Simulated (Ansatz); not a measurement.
The reference is PbZrO3 in the cubic perovskite structure (space group Pm-3m, No. 221; a = 4.141 Å; a cell from a computed database, its experimental status unchecked). Axes: x, y, z lie along the cube axes.

Perturbation: biaxial strain −0.42 %, plane normal [001], relaxed out of plane (Cartesian); in-plane vectors clamped, the third vector and the atoms free.

Levels (all Ansatz, a quantum-chemistry and plane-wave program, PAW): PBEsol (420 eV, without spin-orbit coupling); PBEsol+SOC (420 eV, spin-orbit coupling included).

The geometry is relaxed with PBEsol.

| Property | Result |
|---|---|
| PBEsol lowest conduction level above the VBM at special points | X 2.33 eV; Z 2.37 eV; Γ 3.69 eV; M 4.28 eV |
| PBEsol width of the top valence band | 0.74 eV |

With PBEsol+SOC at the same geometry, the hole mass is 0.23 mₑ along k, 0.76 mₑ across (at X); the lowest conduction level above the VBM at special points becomes X 1.99 eV; Z 2.03 eV; Γ 3.66 eV; M 3.16 eV (PBEsol: X 2.33 eV; Z 2.37 eV; Γ 3.69 eV; M 4.28 eV); the width of the top valence band stays essentially unchanged (0.74 eV against 0.75 eV).

Single points use the geometry relaxed with PBEsol. Differences between runs with and without spin-orbit coupling are approximate. Spin-orbit coupling, missing from the scalar runs, can matter with Pb. The levels and masses belong to the bands next to the band gap. Effective masses come from finite differences of ±0.01 Å⁻¹. Along k means along the line from Γ to the band edge. No phonon test of stability was made. Many cubic perovskites are stable only at high temperature; tilts and polar distortions were not tested. k-point labels follow each cell's own Brillouin zone.
